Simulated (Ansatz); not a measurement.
Base system: ZnS in the wurtzite structure (space group P6_3mc, No. 186; a = 3.807 Å, c = 6.246 Å). Axes: x lies along a and z along c of the hexagonal cell.

Calculations: r2SCAN, PAW, 500 eV (Ansatz, a first-principles code; scalar-relativistic without spin-orbit coupling), earlier PAW set.

Strains are applied to the cell and any free atomic positions relax; under biaxial strain the out-of-plane vector relaxes too.

One change was made to it. Results:

```json
[
 {"quantity": "valence-band top at Γ (three highest levels, from the VBM)", "base": "0.00, 0.00, -0.08 eV", "after": "0.00, 0.00, -0.09 eV"},
 {"quantity": "band gap", "base": "2.77 eV", "after": "3.02 eV"}
]
```

Problem. Which of these changes matches the shifts?
A) isotropic strain −1.69 %
B) biaxial strain −2.15 %, plane normal [001], relaxed out of plane
C) biaxial strain +0.45 %, plane normal [001], relaxed out of plane
D) tensor shear ε_xy = +3.10 %

Solution. A, isotropic strain −1.69 %. For comparison, the band gap in the other runs: tensor shear ε_xy = +3.10 % gives 2.61 eV; biaxial strain −2.15 %, plane normal [001], relaxed out of plane gives 2.77 eV; biaxial strain +0.45 %, plane normal [001], relaxed out of plane gives 2.76 eV.

Whether these cells are dynamically stable was not tested.
